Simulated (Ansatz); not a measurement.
The starting structures come from a database of crystals and need not be the phases stable at ambient conditions.

Where the default PAW files enter, the runs use the earlier of Ansatz's two default sets.

Tunnelling through a barrier is set by its complex band structure: the current falls as exp(−2κd) with the smallest κ.

```
CELL_PARAMETERS angstrom
      3.51270     0.00000     0.00000
      0.00000     3.51270     0.00000
      1.75635     1.75635     2.48385
ATOMIC_POSITIONS crystal
  Be 0.00000 0.00000 0.00000
  S  0.25000 0.75000 0.50000
```

Space group of this cell: F-43m, zinc blende. The cell is strained (all lengths scaled by 1.02); by r2SCAN its mean pressure is -5.3 GPa.

Transport runs along the normal of the first two printed cell vectors, the (001) plane of the conventional cell.

No gap correction and no spin-orbit coupling; mid-gap is the computed energy nearest the middle.

Question: Compute, with r2SCAN run with Ansatz (a program for electronic structure), the band gap and the smallest decay constant κ at mid-gap.

Answer: Gap 3.71 eV on a 12×12×12 mesh; κ = 0.324 1/Å, at the zone centre.
